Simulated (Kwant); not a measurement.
Device: quantum point contact (saddle potential) in a In0.53Ga0.47As two-dimensional gas. Effective mass 0.041 mₑ, grid spacing 3 nm, hard walls, nominal width 60 nm (19 grid rows, so walls 60 nm apart), one parabolic valley, scattering region 180 nm long along x; energies count from the band bottom; Fermi energy 0.041 eV. Potential (V0 + ½k y²) cos²(πx/L) for |x| < L/2, with V0 swept from 0.04305 to 0 eV, k = 0.00042 eV/nm², L = 55 nm.

Constants are typed, rounded textbook-type inputs, not results; the design itself was drawn at random and stands for no fabricated device.

Model: effective-mass tight-binding model on a square grid, one spin, coherent transport at 0 K (Kwant). Conductance is in e²/h.

Problem. Compare with the saddle-point formula G = Σ 1/(1 + exp(−2π(E − V0 − ħωy(n + ½))/ħωx)), taking ħωy = ħ√(k/m) and ħωx from the curvature along x of V0 plus half of the mode's confinement energy.

Solution. ħωy = 27.9 meV; at V0 = 34.9 meV the lowest mode has ħωx = 22.5 meV.

```
V0 (meV)  formula  simulation
--------  -------  ----------
40.6        0.028       0.028
34.9        0.100        0.11
29.3         0.34        0.37
23.7         0.75        0.78
18.1         0.97        0.97
12.5         1.01        1.01
```

The formula takes a parabolic saddle in the continuum; the run has the full potential on a grid.
